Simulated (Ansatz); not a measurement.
Smallest direct gap on the k points sampled of SnO (Pmn2₁, No. 31, 4 atoms in the cell; start mp-545552; a measured phase of this formula has another space group) at several levels of theory

No measured value is used here.

```csv
level (code),value (eV),cell (Å³/atom)
LDA (Ansatz),1.87,17.32
PBEsol+SOC (Ansatz),1.76,18.72
r²SCAN+SOC (Ansatz),2.16,18.72
r²SCAN+rVV10 (Ansatz),2.35,19.03
dielectric-dependent PBEsol hybrid (Ansatz),2.56,18.72
HSE06+SOC (Ansatz),2.53,18.72
r²SCAN0 (Ansatz),3.54,18.72
```

At these levels the smallest gap is indirect and lower: LDA 1.20, PBEsol+SOC 1.15, r²SCAN+SOC 1.54, r²SCAN+rVV10 1.66, dielectric-dependent PBEsol hybrid 1.95, HSE06+SOC 1.92, r²SCAN0 2.92 eV. Computed values are for a static lattice. Levels without +SOC have no spin–orbit coupling; where heavier elements are present it shifts gaps, mostly down, and can invert bands.  Values are at the PBE-D3(BJ) cell; LDA at the level's own equilibrium cell; r²SCAN+rVV10 at the level's own relaxed cell. Cutoffs and k meshes differ between the levels. Ansatz's density-functional and Hartree–Fock values are scalar-relativistic unless marked +SOC, with PAW data made under PBE.

A start named mp-… is a Materials Project structure, which need not be a measured phase.

Ansatz is a quantum-chemistry and plane-wave program.
